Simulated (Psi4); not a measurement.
Psi4 1.11, PBE/def2-svp: Y(F)3 ([F][Y]([F])[F]), 4 atoms. The geometry is a generated start, not checked to be a minimum at this level.

- task = energy
- method = pbe
- basis = def2-svp
- memory = 3 GB
- maxiter = 100
- keys of the molecule block = symmetry c1
- scf_type = df (default)
- e_convergence = 1e-06 (default)
- d_convergence = 1e-06 (default)
- dft_radial_points = 75 (default)
- dft_spherical_points = 302 (default)
- effective core potentials = those of the basis set, past Kr
- basis functions = 73
- grid points = 87405

```xyz
4

Y      0.1157    -0.2340    -0.5776
F     -1.4645    -0.8080     0.2644
F     -0.0504     1.6406    -0.4447
F      1.3992    -0.5985     0.7579
```

Charge 0 and multiplicity 1 are set for this test and not shown to be the ground state.

With the defaults (diis = true, scf_initial_accelerator = adiis, damping_percentage = 0, soscf = false, guess = auto, which took SAD, level_shift = 0, level_shift_cutoff = 0.01, diis_max_vecs = 10) it converges in 9 SCF iterations. One run each on 2 threads, with these changes:
- diis = false, scf_initial_accelerator = none, damping_percentage = 60
- diis_max_vecs = 6
- scf_initial_accelerator = ediis
- damping_percentage = 20
- soscf = true
- diis_max_vecs = 20
- guess = sadno
- guess = modhuckel
- level_shift = 0.1, level_shift_cutoff = 0.001

Task: Which runs fail or end elsewhere than the default run?

Result: No convergence: diis = false, scf_initial_accelerator = none, damping_percentage = 60 (the run ends without SCF convergence in 100 iterations). The rest reach the solution of the defaults.

```
setting                                                                SCF iterations  JK calls             end
---------------------------------------------------------------------  --------------  --------  --------------
soscf = true                                                                        6        17   same solution
the defaults                                                                        9        10   same solution
guess = modhuckel                                                                   9        24   same solution
level_shift = 0.1, level_shift_cutoff = 0.001                                       9        10   same solution
diis_max_vecs = 6                                                                   9        10   same solution
diis_max_vecs = 20                                                                  9        10   same solution
scf_initial_accelerator = ediis                                                     9        10   same solution
guess = sadno                                                                      11        11   same solution
damping_percentage = 20                                                            21        22   same solution
diis = false, scf_initial_accelerator = none, damping_percentage = 60             100       101  no convergence
```

An SOSCF iteration holds several JK calls; a Hückel guess adds calls on atoms. 1 further run of the study ended by our limits or in an error and is left out.
